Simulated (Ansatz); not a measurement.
Where the default PAW files enter, the runs use the earlier of Ansatz's two default sets.

Here is the system:

```
CELL_PARAMETERS angstrom
      4.99740     0.00000     0.00000
      2.49870     4.70992     0.00000
      2.49870     1.32561     4.11986
ATOMIC_POSITIONS crystal
  Ga 0.85559 0.43323 0.85559
  Ga 0.14441 0.56677 0.14441
  Ga 0.64441 0.06677 0.64441
  Ga 0.35559 0.93323 0.35559
  O  0.05316 0.75000 0.75000
  O  0.94684 0.25000 0.25000
  O  0.44684 0.75000 0.05316
  O  0.55316 0.25000 0.94684
  O  0.75000 0.75000 0.44684
  O  0.25000 0.25000 0.55316
```

Space group of this cell: R-3c, corundum. The cell is taken as given; by r2SCAN its mean pressure is -1.4 GPa.

The numbers are results of r2SCAN (plane waves, PAW; Ansatz, a first-principles code), not measurements.

The current runs along the normal of the first two printed vectors; no spin-orbit coupling. Scaled by the factor s: the length along the current (ions clamped). Meshes 8×8×8 and 8×6 across the current in all rows.

| s | mean pressure (GPa) | band gap (eV) |
|---|---|---|
| 0.97 | 6.5 | ? |
| 1.00 | -1.4 | 3.51 |
| 1.03 | -7.8 | 3.15 |

Question: Take the slope of the band gap against ln s from the two given rows, extrapolate to s = 0.97, and say what the run there gives.

Answer: Slope = (3.15 − 3.51) / ln 1.03 = -12.2 eV. The line gives 3.51 + (-12.2) × ln 0.97 = 3.88 eV. The run gives 3.80 eV, 0.08 eV under the line, 22 % of the predicted step.
